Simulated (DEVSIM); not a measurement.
Device: illuminated Si n-on-p cell, one wavelength, with a back-surface field, at 350 K.

```
layer (left to right)  material  thickness (μm)  Nd (cm⁻³)  Na (cm⁻³)   τn (s)   τp (s)  absorption coefficient (cm⁻¹)
---------------------  --------  --------------  ---------  ---------  -------  -------  -----------------------------
1                            Si           0.110     1.6e19          -   8.2e-6   1.2e-5                            130
2                            Si             220          -     1.3e17  0.00013  0.00013                            130
3                            Si            2.00          -       5e18  0.00013  0.00013                            130
```

Left contact: ohmic, minority hole recombination velocity 20 cm/s. Right contact: ohmic, minority electron recombination velocity 30 cm/s. Voltage is applied to the left contact. Recombination: SRH at mid-gap, radiative, Auger. Gap narrowing is on: ΔEg = 6.92 meV × (l + √(l² + 0.5)), l = ln(N/1.3e17 cm⁻³), shared equally by both band edges. Light enters at the left, 1.7e18 photons cm⁻² s⁻¹, one pass, no reflection. Mobility is μmin + (μ − μmin)/(1 + (N/Nref)^α).

This is a model device: material constants are rounded textbook-type values typed into the input, and sizes, dopings and lifetimes were drawn at random. Values at 300 K; Nc and Nv go as T^1.5, mobilities as T to minus their exponent, the gap by Varshni's rule with the affinity fixed.

```tsv
parameter	Si
gap (eV)	1.124
affinity (eV)	4.05
permittivity	11.7
Nc (cm⁻³)	2.86e19
Nv (cm⁻³)	3.1e19
μn (cm²/Vs)	1417
μp (cm²/Vs)	470
μn,min	52
μp,min	45
Nref,n	9.7e16
Nref,p	2.2e17
αn	0.68
αp	0.72
T exponent of μn	2.3
T exponent of μp	2.2
B (cm³/s)	4.7e-15
Cn (cm⁶/s)	2.8e-31
Cp (cm⁶/s)	9.9e-32
Varshni α (eV/K)	0.000473
Varshni β (K)	636
```

Model (solved in DEVSIM): 1D drift-diffusion, Boltzmann statistics, complete ionisation; no tunnelling, impact ionisation, image-force lowering or self-heating.

The photon flux was swept, all else fixed.

```tsv
photon flux (cm^-2 s^-1)	share of generated pairs collected at short circuit	fill factor	open-circuit voltage (V)	short-circuit current (mA/cm²)
5.1e16	0.916	0.80	0.560	7.07
1.7e17	0.916	0.81	0.597	23.6
5.1e17	0.916	0.81	0.630	70.7
1.7e18	0.917	0.82	0.667	236
5.1e18	0.919	0.82	0.700	709
1.7e19	0.925	0.83	0.737	2380
5.1e19	0.939	0.82	0.767	7240
```

From the first row to the last the share of generated pairs collected at short circuit goes from 0.916 to 0.939. From the first row to the last the fill factor goes from 0.80 to 0.82.
